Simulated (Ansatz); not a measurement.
Si (diamond structure), Σ3 (110) twist. One B atom replaces one Si atom in a bicrystal of 63 atoms (one solute to 63 Å² of one boundary, a high coverage); atoms relaxed, cell held. Energies count from the site farthest from both boundaries, which lies only 5.1 Å away; negative means that the solute is drawn to the site. The cell is neutral, and spin is allowed where the electrons are odd. k-points: Γ-centred 3×3×1 mesh; occupations: Fermi-Dirac, 0.050 eV; spin-polarised, moments started parallel. Spin-orbit coupling is left out.

Sites tried, by distance from the nearest boundary plane (Å): 0.53, 0.62, 0.96, 2.47.

Q: Does B segregate by PBE (Ansatz, an electronic-structure program), and with what energy at each site?

A: 0.53 Å: -0.27 eV; 0.62 Å: -0.14 eV; 0.96 Å: -0.41 eV; 2.47 Å: -0.26 eV. The most favoured site tried binds it by 0.41 eV.
